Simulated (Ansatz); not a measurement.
## Response to strain in RhSi

Consider RhSi (space group P2_13, No. 198; a = 4.673 Å; a cell from a computed database, its experimental status unchecked). Axes: x, y, z lie along the cube axes.

Strains are applied to the cell and any free atomic positions relax; under biaxial strain the out-of-plane vector relaxes too.

Method: Ansatz (a first-principles code) PBEsol, scalar-relativistic without spin-orbit coupling, earlier PAW set.

Notes on the quantities. pressure: mean of the normal stresses, compression positive; energy relative to the base: free energy F.

```tsv
variant	pressure	energy relative to the base	shortest interatomic distance
base	0.0 GPa	0 meV/atom	2.476 Å
biaxial strain +0.78 %, plane normal [001], relaxed out of plane	-1.8 GPa	+1.7 meV/atom	2.461 Å
biaxial strain +2.10 %, plane normal [001], relaxed out of plane	-4.4 GPa	+11 meV/atom	2.437 Å
biaxial strain −3.29 %, plane normal [110], relaxed out of plane	9.4 GPa	+36 meV/atom	2.404 Å
isotropic strain −0.92 %	7.3 GPa	+7.8 meV/atom	2.458 Å
uniaxial strain ε_xx = −1.15 %	3.0 GPa	+2.0 meV/atom	2.453 Å
uniaxial strain ε_xx = +2.61 %	-5.7 GPa	+8.9 meV/atom	2.466 Å
uniaxial strain ε_zz = +4.79 %	-9.2 GPa	+27 meV/atom	2.454 Å
tensor shear ε_yz = −3.90 %	1.0 GPa	+25 meV/atom	2.423 Å
```

Without a gap, meshes like the base's 10×10×10 leave anisotropic stresses uncertain by several tenths of a GPa, and small strain energies with them. No phonon test of stability was made. The final runs are not spin-polarised.
